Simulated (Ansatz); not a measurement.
The starting structures come from a database of crystals and need not be the phases stable at ambient conditions.

The decay constant κ of evanescent states in the gap governs leakage through a thin film.

Input:

```yaml
crystal:
  lattice:
    - [4.00664, 0.00000, 0.00000]
    - [-2.00332, 3.46985, 0.00000]
    - [2.00332, -1.15662, 3.27141]
  atoms:
    - { symbol: Mg, position: [0.00000, 0.00000, 0.00000] }
    - { symbol: S, position: [0.75000, 0.25000, 0.75000] }
```

The cell is taken as given.

Transport runs along the normal of the first two printed cell vectors, the (111) plane of the conventional cell.

The gap is the functional's own. No spin-orbit coupling. Mid-gap values are those at the computed energy nearest the middle.

Problem. State the band gap and the smallest decay constant κ at mid-gap according to Ansatz (a quantum-chemistry and plane-wave program) with r2SCAN.

Solution. Gap 4.13 eV on a 10×10×10 mesh; κ = 0.264 1/Å, at the zone centre.
